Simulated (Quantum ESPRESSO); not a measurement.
Worked example: self-consistent single point of YTi2Ga4 (I4/mmm, 7 atoms in the cell) in Quantum ESPRESSO.

Method of the run: PBEsol, PseudoDojo standard norm-conserving (PBESOL) pseudopotentials (plane waves; Quantum ESPRESSO 7.5).

The change in words: lattice scaled by 0.98. Reference geometry:
```
Y(TiGa2)2
1.0
   -3.39292     3.39292     2.74046
    3.39292    -3.39292     2.74046
    3.39292     3.39292    -2.74046
Y Ti Ga
1 2 4
Direct
  0.00000   0.00000   0.00000
  0.75000   0.25000   0.50000
  0.25000   0.75000   0.50000
  0.30349   0.69651   0.00000
  0.69651   0.30349   0.00000
  0.69651   0.69651   0.39302
  0.30349   0.30349   0.60698
```

Reference input (self-consistent single point, DFT, PBEsol, plane waves, PseudoDojo standard norm-conserving (PBESOL) pseudopotentials): ecutwfc = 85 Ry; occupations = smearing; smearing = gaussian; degauss = 0.0099958 Ry; potentials = {Y: Y.upf, Ti: Ti.upf, Ga: Ga.upf}; K_POINTS = automatic 5 5 5 0 0 0; conv_thr = 1e-10 Ry; mixing_beta = 0.5. This run's input differs from it in these lines:

```diff
@@ -36,5 +36,5 @@
 CELL_PARAMETERS bohr
-  -6.411697122     6.411697122     5.178711297
-   6.411697122    -6.411697122     5.178711297
-   6.411697122     6.411697122    -5.178711297
+  -6.283464086     6.283464086     5.075137297
+   6.283464086    -6.283464086     5.075137297
+   6.283464086     6.283464086    -5.075137297
```

Log, with long lists cut:

```
     Self-consistent Calculation

     iteration #  1     ecut=    85.00 Ry     beta= 0.50

     Threshold (ethr) on eigenvalues was too large:
     Diagonalizing with lowered threshold

     total energy              =    -929.73117875 Ry
     estimated scf accuracy    <       0.40481657 Ry

     iteration #  2     ecut=    85.00 Ry     beta= 0.50

     total energy              =    -929.63172964 Ry
     estimated scf accuracy    <       1.93997941 Ry

     iteration #  3     ecut=    85.00 Ry     beta= 0.50

     total energy              =    -929.87826620 Ry
     estimated scf accuracy    <       0.05849665 Ry

   [... 8 blocks of this kind left out ...]

     iteration # 12     ecut=    85.00 Ry     beta= 0.50

     total energy              =    -929.88451640 Ry
     estimated scf accuracy    <          1.1E-10 Ry

     iteration # 13     ecut=    85.00 Ry     beta= 0.50
     End of self-consistent calculation

     the Fermi energy is    13.5456 ev

!    total energy              =    -929.88451640 Ry
     estimated scf accuracy    <          6.8E-11 Ry
     smearing contrib. (-TS)   =      -0.00376184 Ry
     internal energy E=F+TS    =    -929.88075456 Ry

     convergence has been achieved in  13 iterations

     Forces acting on atoms (cartesian axes, Ry/au):

     atom    1 type  1   force =    -0.00000000   -0.00000000    0.00000000
     atom    2 type  2   force =     0.00000000    0.00000000    0.00000000
     atom    3 type  2   force =    -0.00000000    0.00000000    0.00000000
     atom    4 type  3   force =     0.00004833   -0.00004833    0.00000000
     atom    5 type  3   force =    -0.00004833    0.00004833    0.00000000
   [... lines left out ...]

     Total force =     0.000137     Total SCF correction =     0.000006

          total   stress  (Ry/bohr**3)                   (kbar)     P=       12.93
   0.00010566   0.00000000   0.00000000           15.54        0.00        0.00
   0.00000000   0.00010566   0.00000000            0.00       15.54        0.00
   0.00000000   0.00000000   0.00005230            0.00        0.00        7.69

   JOB DONE.
```

The run converged in 13 iterations. Against the reference run the free energy falls by 12.3 meV/atom, the pressure goes from -4.70 to 1.29 GPa and the largest force goes from 0.057 to 0.002 eV/Å.

The starting cell comes from a database of computed structures (which also holds hypothetical and non-ambient phases and stackings), without a prior relaxation at this level. Its lattice was rescaled by a random factor within 2.5 % of one. For this run, on top of that: lattice scaled by 0.98. Spin polarisation is off.

Cost on one core of a shared machine: roughly 5 min.
